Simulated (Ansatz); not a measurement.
CdS (P6_3mc) under uniaxial stress along c (compression positive): electron conductivity mass by PBE with spin-orbit coupling, rigid bands (plane waves, PAW; Ansatz, a program for electronic structure). The unloaded cell, whose axes the loads refer to:

```cif
data_Cd2S2
_chemical_formula_sum 'Cd2 S2'
_space_group_name_H-M_alt 'P 1'
_space_group_IT_number 1
_cell_length_a 4.12381
_cell_length_b 4.12381
_cell_length_c 6.71000
_cell_angle_alpha 90.000
_cell_angle_beta 90.000
_cell_angle_gamma 120.000
loop_
_space_group_symop_operation_xyz
  'x, y, z'
loop_
_atom_site_label
_atom_site_type_symbol
_atom_site_fract_x
_atom_site_fract_y
_atom_site_fract_z
_atom_site_occupancy
Cd1 Cd 0.33333 0.66667 0.99925 1
Cd2 Cd 0.66667 0.33333 0.49925 1
S1 S 0.33333 0.66667 0.37575 1
S2 S 0.66667 0.33333 0.87575 1
```

| uniaxial stress along c (compression positive) (GPa) | volume per atom (Å³) | electron conductivity mass (mₑ) |
|---|---|---|
| -3.2 | 25.10 | 0.140 |
| -1.6 | 24.91 | ? |
| -0.8 | 24.81 | 0.145 |
| 0 | 24.71 | 0.146 |
| 0.8 | 24.60 | 0.147 |
| 1.6 | 24.48 | 0.148 |
| 3.2 | 24.19 | 0.149 |

Q: Fit a straight line to ln(electron conductivity mass) against the load over the rows given, and predict the row at -1.6 GPa.

A: The means are x̄ = 0.267 GPa and ȳ = -1.9255; Σ(x − x̄)(y − ȳ) = 0.2343 and Σ(x − x̄)² = 23.89, so the slope is 0.980 % per GPa, and the rows given lie within 0.71 % of the line. At -1.6 GPa the line gives 0.143 mₑ; the calculation gives 0.143 mₑ, 0.11 % from it.

Masses are for dilute carriers at 300 K, harmonic means over directions unless an axis is named. Stresses and pressures are the targets of the relaxation. The structure type is held at every load. Geometry: cell and atoms relaxed with PBEsol.
